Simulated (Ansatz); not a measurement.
System: SrHfN₂ (R-3m, No. 166, 4 atoms in the cell; start mp-9383). Method: PBEsol in Ansatz (plane waves, PAW).

The input as run:

Ansatz 0.2 input:
```yaml
crystal:
  lattice:
    - [1.6598219283, 0.9582984721, 5.8608777173]
    - [-1.6598219283, 0.9582984721, 5.8608777173]
    - [0.0, -1.9165974391, 5.8608776363]
  atoms:
    - { symbol: Sr, position: [0.0, 0.0, 0.0] }
    - { symbol: Hf, position: [0.5, 0.5, 0.5] }
    - { symbol: N, position: [0.2331302801, 0.2331302801, 0.2331302801] }
    - { symbol: N, position: [0.7668697199, 0.7668697199, 0.7668697199] }
basis:
  ecutwfc: 520
  ecutrho_ratio: 4
  xc_grid: 2
kpoints:
  mp_grid: { grid: [12, 12, 12] }
  band_path:
    path:
      - [0.0, 0.0, 0.0]
      - [0.125, 0.125, 0.125]
      - [0.25, 0.25, 0.25]
      - [0.375, 0.375, 0.375]
      - [0.5, 0.5, 0.5]
      - [0.526293, 0.473707, 0.5]
      - [0.552585, 0.447415, 0.5]
      - [0.578878, 0.421122, 0.5]
      - [0.60517, 0.39483, 0.5]
      - [0.631463, 0.368537, 0.5]
      - [0.657755, 0.342245, 0.5]
      - [0.684048, 0.315952, 0.5]
      - [0.71034, 0.28966, 0.5]
      - [0.736633, 0.263367, 0.5]
      - [0.762925, 0.237075, 0.5]
      - [0.789218, 0.210782, 0.5]
      - [0.81551, 0.18449, 0.5]
      - [0.5, -0.18449, 0.18449]
      - [0.5, -0.153742, 0.153742]
      - [0.5, -0.122993, 0.122993]
      - [0.5, -0.092245, 0.092245]
      - [0.5, -0.061497, 0.061497]
      - [0.5, -0.030748, 0.030748]
      - [0.5, 0.0, 0.0]
      - [0.454545, 0.0, 0.0]
      - [0.409091, 0.0, 0.0]
      - [0.363636, 0.0, 0.0]
      - [0.318182, 0.0, 0.0]
      - [0.272727, 0.0, 0.0]
      - [0.227273, 0.0, 0.0]
      - [0.181818, 0.0, 0.0]
      - [0.136364, 0.0, 0.0]
      - [0.090909, 0.0, 0.0]
      - [0.045455, 0.0, 0.0]
      - [0.026327, -0.026327, 0.0]
      - [0.052653, -0.052653, 0.0]
      - [0.07898, -0.07898, 0.0]
      - [0.105306, -0.105306, 0.0]
      - [0.131633, -0.131633, 0.0]
      - [0.157959, -0.157959, 0.0]
      - [0.184286, -0.184286, 0.0]
      - [0.210612, -0.210612, 0.0]
      - [0.236939, -0.236939, 0.0]
      - [0.263265, -0.263265, 0.0]
      - [0.289592, -0.289592, 0.0]
      - [0.315918, -0.315918, 0.0]
      - [0.342245, -0.342245, 0.0]
      - [0.657755, 0.0, 0.342245]
      - [0.626204, 0.0, 0.373796]
      - [0.594653, 0.0, 0.405347]
      - [0.563102, 0.0, 0.436898]
      - [0.531551, 0.0, 0.468449]
      - [0.5, 0.0, 0.5]
      - [0.454545, 0.0, 0.454545]
      - [0.409091, 0.0, 0.409091]
      - [0.363636, 0.0, 0.363636]
      - [0.318182, 0.0, 0.318182]
      - [0.272727, 0.0, 0.272727]
      - [0.227273, 0.0, 0.227273]
      - [0.181818, 0.0, 0.181818]
      - [0.136364, 0.0, 0.136364]
      - [0.090909, 0.0, 0.090909]
      - [0.045455, 0.0, 0.045455]
    npoints: 1
hamiltonian:
  xc: pbesol
  dispersion: none
  pseudopotentials: { kind: paw }
scf:
  occupations: { method: fermi_dirac, width: 0.01 }
  convergence: { dr2_threshold: 0.0000000004 }
output:
  forces: true
  stress: true
  eigenvalues: true
  write_bands: true
```

Output (set-up and result lines):

```
Crystal: 4 atoms, lattice volume = 55.934 Å³
Basis set: ecut = 520 eV, 1509 PW (Γ), FFT grids on a1−a3, a2−a3, a3, exchange–correlation on 50×50×96 points (8 copies of the dense FFT grid, shifted against one another)
Bands: 28, of which v1, the nominal top of the filled ones, is band 23 counted from 1 (22 counted from 0)
Symmetry: 12 space group operations
Space group: R-3m (ITA 166), of the structure as read, at distance tolerance 3.8e-5 Å
k-points: 189 of 1728
Functional: x = pbesol(κ = 0.804, μ = 0.12345679012345678), c = pbesol(β = 0.046)
SCF iter   1: F=—  HF=-19853.198071 eV  |F-HF|=—  |Δ(HF+E_count)|=         —  Δρ=1.40e-2  dr2=1.32e-1
SCF iter   2: F=—  HF=-19853.171384 eV  |F-HF|=—  |Δ(HF+E_count)|=   2.67e-2  Δρ=3.24e-3  dr2=5.82e-3
  ...
SCF iter   9: F=—  HF=-19853.170142 eV  |F-HF|=—  |Δ(HF+E_count)|=  8.73e-10  Δρ=7.75e-7  dr2=5.30e-10
SCF iter  10: F=-19853.170142 eV  HF=-19853.170142 eV  |F-HF|=1.82e-11  |Δ(HF+E_count)|=  5.09e-11  Δρ=1.90e-7  dr2=2.33e-11
SCF 1 converged in 10 iterations: F = -19853.170142 eV  dr2 = 2.33e-11
SCF converged after 10 iterations
Free energy (F): -19853.170142 eV
Internal energy: -19853.170142 eV  (E = F + TS)
E sigma→0 (E₀):  -19853.170142 eV
Fermi energy:    14.822607 eV
--- Forces (eV/Å), atoms counted from 1 ---
  atom   1  Sr     0.00000000    -0.00000000     0.00000000
  atom   2  Hf     0.00000000     0.00000000     0.00000000
  atom   3  N      0.00000000    -0.00000000     0.00007973
  atom   4  N      0.00000000     0.00000000    -0.00007973
--- Stress (GPa, compression-positive) ---
       -0.000489       0.000000       0.000000
        0.000000      -0.000489      -0.000000
        0.000000      -0.000000       0.001275
  P = ⅓ Tr σ = 0.0001 GPa (0.001 kbar)
```

The PAW data were made under PBE.

Cost on a shared machine: about 40 core-seconds (a rough figure).

A start named mp-… is a Materials Project structure, which need not be a measured phase.

Ansatz is a quantum-chemistry and plane-wave program.
